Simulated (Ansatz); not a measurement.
## NaCaH3 (model structure, started from the KMgH3 type, Pm-3m, No. 221, 5 atoms in the cell)

These are G0W0@PBEsol+SOC (hard PAW, contour deformation, complete-basis limit, spin–orbit shift from PBEsol; Ansatz, a first-principles code) values and carry that method's errors.

Numerical settings: largest k mesh 8×8×8 (not extrapolated in the mesh).

Cell (relaxed with PBEsol):

CaNaH₃ is modelled in the cubic space group Pm-3m (No. 221), the cubic perovskite structure, Pearson symbol cP5. Cell: a = b = c = 4.315 Å, α = β = γ = 90.00°. Na on 1a is coordinated by no neighbour by this rule. Ca on 1b is coordinated by 6 H at 2.157 Å (octahedral). H on 3c sees 2 Ca at 2.157 Å (linear). (Neighbours: up to the widest gap in distance over summed covalent radii, below 1.35, at either atom; cation-cation and far metal-metal contacts left out.)

- band gap: 4.59 eV

Note: spin–orbit coupling enters as the shift of the gap found with a semilocal functional; the relaxation could raise the start's symmetry but not lower it, so the cell can be a saddle point.

The result took about 2.1 core-hours (a rough figure).

A model structure was made by putting elements into a prototype or built by hand; it is no filed structure, need not be a known phase, and can be a saddle point held by its symmetry.
